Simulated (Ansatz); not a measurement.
This concerns the formation energy of Al24ReW (Pm-3) from the elements. Reaction: Re (hcp) + W (bcc) + 24 Al (fcc) → Al24ReW (Pm-3). Negative: the products are lower in energy. The value is per atom of the solid.

Al24ReW (Pm-3), 26 atoms in the cell; this is a cell from a database of computed structures that this text hasn't matched to a measured one; spin state with PBE: run without spin, k-point mesh 6×6×6 on the run's own vectors.
```xyz
26
Lattice="7.5683 0.0000 0.0000 0.0000 7.5683 0.0000 0.0000 0.0000 7.5683" Properties=species:S:1:pos:R:3 pbc="T T T"
Al     1.4226     2.3379     0.0000
Al     2.3617     1.4679     3.7841
Al     1.4226     5.2304     0.0000
Al     2.3617     6.1004     3.7841
Al     0.0000     1.4226     2.3379
Al     3.7841     2.3617     1.4679
Al     0.0000     1.4226     5.2304
Al     3.7841     2.3617     6.1004
Al     2.3379     0.0000     1.4226
Al     1.4679     3.7841     2.3617
Al     5.2304     0.0000     1.4226
Al     6.1004     3.7841     2.3617
W      0.0000     0.0000     0.0000
Al     5.2066     6.1004     3.7841
Al     6.1457     5.2304     0.0000
Al     5.2066     1.4679     3.7841
Al     6.1457     2.3379     0.0000
Al     3.7841     5.2066     6.1004
Al     0.0000     6.1457     5.2304
Al     3.7841     5.2066     1.4679
Al     0.0000     6.1457     2.3379
Al     6.1004     3.7841     5.2066
Al     5.2304     0.0000     6.1457
Al     1.4679     3.7841     5.2066
Al     2.3379     0.0000     6.1457
Re     3.7841     3.7841     3.7841
```

Re (hcp, P6₃/mmc), 2 atoms in the cell; spin state with PBE: run without spin, k-point mesh 24×24×14 on the run's own vectors. Conventional cell: a = 2.776 Å, b = 2.776 Å, c = 4.481 Å, α = 90.00°, β = 90.00°, γ = 120.00°.

W (bcc, Im-3m), 1 atom in the cell; spin state with PBE: run without spin, k-point mesh 26×26×26 on the run's own vectors. Conventional cell: a = b = c = 3.1837 Å, α = β = γ = 90.00°.

Al (fcc, Fm-3m), 1 atom in the cell, k-point mesh 26×26×26 on the run's own vectors. Conventional cell: a = 4.0416 Å, b = 4.0416 Å, c = 4.0416 Å, α = 90.00°, β = 90.00°, γ = 90.00°.

Plane-wave PAW calculations with Ansatz (a first-principles code), its default PAW set, cutoff 420 eV, 500 eV for r2SCAN. The structures are at rest with PBE; other levels are single points on them. Neutral cells; Fermi-Dirac smearing of at most 0.10 eV in the solids, energies taken to zero width. The lattices are those relaxed with PBE, so at other levels the solids can be strained, which adds to the spread. Larger cells are relaxed from a start prepared with the learned potential CHGNet, on a coarser mesh till forces fall under 0.03 eV/Å, which some starts already meet. A dispersion term (D3(BJ), or D4 for r2SCAN) was computed beside these levels and is taken off wherever the name lacks it. Nuclei at rest; no vibrational terms. Cells are local rest points, mostly with their start's symmetry. Spin-orbit coupling is left out.

Task: What is the computed value (r2SCAN)?

Result: -0.11 eV/atom, for Re (hcp) + W (bcc) + 24 Al (fcc) → Al24ReW (Pm-3).

Task: How does the value move with the functional?

Result: 
| Method | value (eV/atom) | less r2SCAN |
|---|---|---|
| PBE | -0.10 | 0.01 |

The levels shown span only 0.01 eV/atom, too little to tell them apart.
